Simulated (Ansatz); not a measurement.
# How far to go with the plane-wave cutoff: Tl₂Pd (P1, 6 atoms in the cell)

```xyz
6
Lattice="4.4362 -3.3931 0.0000 4.4362 3.3931 0.0000 -3.7445 0.0000 4.4383" Properties=species:S:1:pos:R:3 pbc="T T T"
Tl     5.2866     1.1271     0.7887
Tl    -0.1585    -1.1271     3.6996
Tl     1.7137     1.1271     1.4804
Tl     3.4143    -1.1271     2.9579
Pd     3.5001     3.3877     1.1096
Pd     1.6279    -3.3877     3.3287
```

Computed with PBEsol, default PAW files made with PBE (plane waves; Ansatz, a first-principles code).

Base settings: basis.ecutwfc = 420 eV; kpoints.mp_grid.grid = 3 3 3; hamiltonian.xc = pbesol; hamiltonian.pseudopotentials = {kind: paw} (the program's default PAW files); scf.occupations.method = fermi_dirac; scf.occupations.width = 0.1 eV.

The second cell is the first with its lattice scaled by 0.98.

The mesh stays at the base's, so the ladder's end is converged at best in this setting alone.

The first pressure column holds Ansatz's estimate of the finite-basis (Pulay) stress, which hides part of the cutoff error; the other is without it.

Only quantities that move along the ladder and can be compared are tabulated.

The count of work is k-points × plane waves × bands × iterations; it is no time. 

The starting cell comes from a database of computed structures (which also holds hypothetical and non-ambient phases and stackings), without a prior relaxation at this level. Its lattice was rescaled by up to half a per cent. One atom was moved a little off its site on purpose. Spin polarisation is off. Without a gap this mesh is coarse (it stands for a supercell whose shortest vector is 17 Å).

```csv
basis.ecutwfc,free energy less the last step's (meV/atom),energy of the compressed cell less the first (meV/atom),pressure (GPa),pressure without the Pulay estimate (GPa),largest difference of a force vector from the last step's (eV/Å),count of work / last
145 eV,41228.30,70.44,-12.16,-887.56,0.718,0.083
170 eV,19163.92,-178.12,-20.14,-506.02,0.773,0.10
190 eV,10080.24,-91.50,-3.85,-309.52,0.257,0.11
210 eV,5085.88,-40.31,0.29,-182.44,0.212,0.13
230 eV,2381.18,27.01,1.06,-101.40,0.164,0.12
250 eV,1046.60,29.49,-0.49,-54.08,0.093,0.14
295 eV,131.58,1.41,-2.71,-12.05,0.011,0.16
335 eV,15.98,-2.95,-2.59,-3.99,0.002,0.19
380 eV,2.81,-2.27,-2.56,-2.65,0.001,0.23
420 eV,1.70,-2.36,-2.57,-2.62,0.000,0.27
460 eV,0.84,-2.39,-2.57,-2.61,0.000,0.31
505 eV,0.46,-2.39,-2.57,-2.58,0.000,0.36
565 eV,0.36,-2.40,-2.57,-2.58,0.000,0.42
630 eV,0.23,-2.41,-2.58,-2.58,0.000,0.49
735 eV,0.11,-2.42,-2.58,-2.58,0.000,0.62
840 eV,0.05,-2.42,-2.58,-2.58,0.000,0.76
1010 eV,0.00,-2.43,-2.58,-2.58,0.000,1.0
```

Coarsest basis.ecutwfc that holds the free energy within 5 meV/atom of the last step, with all finer ones: 380 eV, at 0.23 of the last step's count of work; the step before is off by 16 meV/atom.

Coarsest basis.ecutwfc that holds the pressure within 1 GPa of the last step, with all finer ones: 295 eV, at 0.16 of the last step's count of work; the step before is off by 2.1 GPa.

Coarsest basis.ecutwfc that holds the forces within 0.02 eV/Å of the last step, with all finer ones: 295 eV, at 0.16 of the last step's count of work; the step before is off by 0.093 eV/Å.

The energy difference between the two cells stays within 1 meV/atom of the last step's from 335 eV on, the total only from 460 eV on: much of the error is common to both cells and cancels.

At the lowest cutoff the pressure without the Pulay estimate lies 885 GPa under the last step's, the usual sign of Pulay stress in an incomplete plane-wave basis.

Keys are those of Ansatz 0.2.
